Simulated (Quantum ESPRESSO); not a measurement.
# Quick settings and what they miss: Ga (Cmce, 4 atoms in the cell)

Self-consistent single point.

```
Ga
1.0
    2.17769    -3.73327     0.00000
    2.17769     3.73327     0.00000
    0.00000     0.00000     4.47669
Ga
4
Direct
  0.65570   0.34430   0.41540
  0.34430   0.65570   0.58460
  0.84430   0.15570   0.91540
  0.15570   0.84430   0.08460
```

Method of the run: PBE, PseudoDojo standard norm-conserving (PBE) pseudopotentials (plane waves; Quantum ESPRESSO).

Base settings: ecutwfc = 80 Ry; occupations = smearing; smearing = mp; degauss = 0.0036749 Ry; potentials = {Ga: Ga.upf}; K_POINTS = automatic 6 6 5 0 0 0; conv_thr = 1e-10 Ry.

Tight run (finer mesh or higher cutoff; not a proven limit): ecutwfc: 80 Ry → 112 Ry; conv_thr: 1e-10 Ry → 7.3e-11 Ry; K_POINTS: automatic 6 6 5 0 0 0 → automatic 9 9 7 0 0 0. It gave Fermi level (on the code's own zero) 11.19 eV; pressure 7.27 GPa; largest force (vector length) 0.038 eV/Å.

Quick runs, as changes from the base:
- A: the base itself
- B: ecutwfc: 80 Ry → 40 Ry; smearing: mp → cold; degauss: 0.0036749 Ry → 0.0099958 Ry; K_POINTS: automatic 6 6 5 0 0 0 → automatic 4 4 4 1 1 1
- C: ecutwfc: 80 Ry → 56 Ry; smearing: mp → cold; degauss: 0.0036749 Ry → 0.0099958 Ry; K_POINTS: automatic 6 6 5 0 0 0 → automatic 8 8 8 1 1 1; potentials: PseudoDojo standard norm-conserving (LDA) [LDA (PW92)]
- D: K_POINTS: automatic 6 6 5 0 0 0 → automatic 4 4 4 0 0 0; potentials: PseudoDojo standard norm-conserving (LDA) [LDA (PW92)]
- E: ecutwfc: 80 Ry → 56 Ry; smearing: mp → cold; degauss: 0.0036749 Ry → 0.0099958 Ry; K_POINTS: automatic 6 6 5 0 0 0 → automatic 4 4 4 0 0 0
- F: ecutwfc: 80 Ry → 48 Ry; smearing: mp → gauss; degauss: 0.0036749 Ry → 0.036749 Ry; conv_thr: 1e-10 Ry → 7.3e-05 Ry; K_POINTS: automatic 6 6 5 0 0 0 → automatic 3 3 3 1 1 1

Energies are extrapolated to zero smearing width, which holds to low order in the width alone (under cold and Methfessel-Paxton smearing the free energy itself is taken).

Dashes: time of B, F, under 30 s; energy of C, D, another energy zero.

† marks runs with another functional, U, potentials or spin treatment: their distance from the tight run is not a convergence error alone.

The count of work is k-points × plane waves × bands × iterations; it is no time. Core times come from one kind of shared machine and are given to one figure; runs under 30 s give none.

The starting cell comes from a database of computed structures (which also holds hypothetical and non-ambient phases and stackings), without a prior relaxation at this level. Its lattice was rescaled by a random factor within 2.5 % of one. In the base run, with a pressure of about 7 GPa the cell is away from its equilibrium volume at this level.

```tsv
run	energy less tight (meV/atom)	pressure less tight (GPa)	largest miss in a force vector (eV/Å)	count of work / tight	core time / tight (rough)
A	-2.7	-0.11	0.013	0.24	0.2
B	33707.3	-1164.21	0.448	0.026	–
C†	–	-134.96	0.019	0.28	0.3
D†	–	-6.66	0.270	0.14	0.1
E	1642.2	-128.47	0.142	0.083	0.08
F	8923.5	-472.15	0.082	0.012	–
```

Among the runs at the tight run's level, the energy misses run from 2.7 to 33707.3 meV/atom.
